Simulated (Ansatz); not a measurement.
An Ansatz (a first-principles code) run: Ru with a change (uniaxial strain ε_zz = +0.50 %); Kohn–Sham DFT with the PBEsol functional, run in Ansatz with PAW and 420 eV plane waves, without spin-orbit coupling.

Input:

Ansatz 0.2 input:
```yaml
crystal:
  lattice:
    - [2.691392672, 0, 0]
    - [-1.345696336, 2.3308144255, 0]
    - [0, 0, 4.2701525906]
  atoms:
    - { symbol: Ru, position: [0.6666666667, 0.3333333333, 0.75] }
    - { symbol: Ru, position: [0.3333333333, 0.6666666667, 0.25] }
basis: { ecutwfc: 420, ecutrho_ratio: 4, xc_grid: 2, fft_grid_basis: typed }
kpoints: { mp_grid: { grid: [25, 25, 14] } }
hamiltonian:
  xc: pbesol
  dispersion: none
  pseudopotentials: { kind: paw }
scf: { occupations: { method: fermi_dirac, width: 0.1 }, convergence: { dr2_threshold: 0.0000000002 } }
relax: { f_tol: 0.005, max_steps: 50 }
output: { forces: true, stress: true }
checkpoint: { write: state.ck, write_every: 1000 }
```

Output (explanatory and most iteration lines left out):

```
Relaxation: its limit of steps is 50 (relax.max_steps)
Pseudopotential: Ru, paw, valence charge 16
Crystal: 2 atoms, lattice volume = 26.787 Å³
Basis set: ecut = 420 eV, 537 PW (Γ), exchange–correlation on 36×36×60 points (8 copies of the dense FFT grid, shifted against one another)
Bands: 20, of which v1, the nominal top of the filled ones, is band 16 counted from 1 (15 counted from 0)
Symmetry: 24 space group operations
Space group: P63/mmc (ITA 194), of the structure as read, at distance tolerance 3.0e-5 Å
k-points: 520 of 8750
Functional: x = pbesol(κ = 0.804, μ = 0.12345679012345678), c = pbesol(β = 0.046)
SCF iter   1: F=—  HF=-11633.037827 eV  |F-HF|=—  |Δ(HF+E_count)|=         —  Δρ=1.08e-2  dr2=1.93e-2  ethr=1.77e-3  ⟨swp⟩=5.0  Hψ=95859  notcnv=0  defer=83
SCF iter   2: F=—  HF=-11633.034507 eV  |F-HF|=—  |Δ(HF+E_count)|=   3.32e-3  Δρ=5.66e-3  dr2=5.13e-3  ethr=6.03e-5  ⟨swp⟩=2.1  Hψ=18292  notcnv=0  defer=114
SCF 1 converged in 7 iterations: F = -11633.033493 eV  dr2 = 2.14e-11
relax step   1: F+E_penalty+E_count = -11633.03349276 eV  Δ(F+E_penalty+E_count) = +0.000e0 eV  max|allowed force component| = 3.701e-17 eV/Å  Δτ_max = 0.0000 Å  (7 SCF iters, accepted)
SCF converged after 7 iterations
Free energy (F): -11633.033493 eV
Internal energy: -11632.981210 eV  (E = F + TS)
E sigma→0 (E₀):  -11633.007351 eV
Entropy (-TS):   -0.052283 eV (-26.142 meV/atom)
Fermi energy:    23.777395 eV
--- Forces (eV/Å), atoms counted from 1 ---
  atom   1  Ru     0.00000000     0.00000000     0.00000000
  atom   2  Ru    -0.00000000    -0.00000000     0.00000000
--- Stress (GPa, compression-positive) ---
       -0.919135       0.000000       0.000000
       -0.000000      -0.919135       0.000000
        0.000000       0.000000      -3.464702
  P = ⅓ Tr σ = -1.7677 GPa (-17.677 kbar)
--- Relaxed structure (1 steps of the walk, 1 accepted, 0 SCFs on fresh bases) ---
  atoms:
    - { symbol: Ru, position: [0.6666666666666667, 0.33333333333333337, 0.75] }
    - { symbol: Ru, position: [0.33333333333333337, 0.6666666666666667, 0.25] }
```

Whether these cells are dynamically stable was not tested. All final runs are without spin polarisation. The cell was made from Ru in the hcp (Mg type) structure (space group P6_3/mmc, No. 194) by this change: uniaxial strain ε_zz = +0.50 %.
